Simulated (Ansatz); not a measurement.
Take CaIr$_{2}$ in the cubic Laves (MgCu2 type) structure (space group Fd-3m, No. 227; a = 7.485 Å; a cell from a computed database, its experimental status unchecked) as the base.

All numbers come from PBEsol (Ansatz, a program for electronic structure, PAW, no spin-orbit coupling).

Base values:

* **Lattice parameter a**: 14.145 bohr
* **Band gap**: zero

One thing is altered: every Ir is replaced by As, then cell and atoms are relaxed.

Tabulated Pauling electronegativity and covalent radius: Ir 2.20, 1.41 Å; As 2.18, 1.19 Å.

### Question
What does the calculation give for the lattice parameter a after the change?

### Answer
The lattice parameter a increases by 1.060 bohr, from 14.145 bohr to 15.205 bohr.

### Question
How does this affect the band gap?

### Answer
The band gap is still zero.

No phonon test of stability was made. As relaxed here, CaAs2 is a hypothetical phase, not in the database extracts checked. The final runs are not spin-polarised. CaIr2 has a high density of states at the Fermi level and may be magnetic at this level.
